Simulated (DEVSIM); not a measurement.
System: abrupt Si p-n junction, at 300 K.

```
layer (left to right)  material  thickness (μm)  Nd (cm⁻³)  Na (cm⁻³)  τn (s)  τp (s)
---------------------  --------  --------------  ---------  ---------  ------  ------
1                            Si            28.0          -       1e17    2e-5    2e-5
2                            Si            4.50     2.6e15          -    2e-5    2e-5
```

Left contact: ohmic. Right contact: ohmic. Voltage is applied to the left contact. Recombination: SRH at mid-gap. Mobility is constant in doping.

This is a model device: material constants are rounded textbook-type values typed into the input, and sizes, dopings and lifetimes were drawn at random. Values at 300 K.

```csv
parameter,Si
gap (eV),1.124
affinity (eV),4.05
permittivity,11.7
Nc (cm⁻³),2.86e19
Nv (cm⁻³),3.1e19
μn (cm²/Vs),1417
μp (cm²/Vs),470
```

DEVSIM, 1D drift-diffusion, Boltzmann statistics, complete ionisation; no tunnelling, impact ionisation, image-force lowering or self-heating.

Task: Give the dark forward current.

Result: 
(V (V), J (A/cm²)): (0.05, 1.8e-9); (0.10, 1.2e-8); (0.15, 7.7e-8); (0.20, 5.1e-7); (0.25, 3.5e-6); (0.30, 2.4e-5); (0.35, 0.00016); (0.40, 0.0011); (0.45, 0.0077); (0.50, 0.052); (0.55, 0.35); (0.60, 2.2); (0.65, 10); (0.70, 34); (0.75, 82); (0.80, 160); (0.85, 270); (0.90, 420); (0.95, 620); (1.00, 870); (1.05, 1200); (1.10, 1500); (1.15, 1900); (1.20, 2400)
